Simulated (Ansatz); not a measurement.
# Au5Sn (R32): resistivity and electron-phonon coupling

Input:

```yaml
crystal:
  lattice:
    - [2.53269, 1.46225, 4.82702]
    - [-2.53269, 1.46225, 4.82702]
    - [0.00000, -2.92450, 4.82702]
  atoms:
    - { symbol: Sn, position: [0.00000, 0.00000, 0.00000] }
    - { symbol: Au, position: [0.67058, 0.67058, 0.67058] }
    - { symbol: Au, position: [0.32942, 0.32942, 0.32942] }
    - { symbol: Au, position: [0.50000, 0.17230, 0.82770] }
    - { symbol: Au, position: [0.82770, 0.50000, 0.17230] }
    - { symbol: Au, position: [0.17230, 0.82770, 0.50000] }
```

Method: PBEsol, DFPT electron-phonon coupling, linearised Boltzmann equation (plane waves, PAW, scalar-relativistic; Ansatz, an electronic-structure program). Cell: relaxed with this functional, without spin-orbit coupling.

* **resistivity at 300 K**: 12.3 (x), 12.3 (y), 16.7 (z) μΩ·cm
* **resistivity at 77 K**: 2.8 (x), 2.8 (y), 3.8 (z) μΩ·cm

A metal at this level (no band gap). Only scattering by harmonic phonons is included (no impurities, grain boundaries, electron-electron scattering or thermal expansion). Spin-orbit coupling is left out, which matters with elements this heavy. The run warned that the eigensolver left some states short of its tolerance. Halving the electron mesh (20x20x20) moves the resistivity by up to 13 % at 300 K. Smearing 0.20 eV; phonons on a 3x3x3 q mesh, which this run doesn't test and which matters most at low temperature.

Formula and space group known from diffraction (Crystallography Open Database), not checked to be the room-temperature form: Au5Sn (R32).
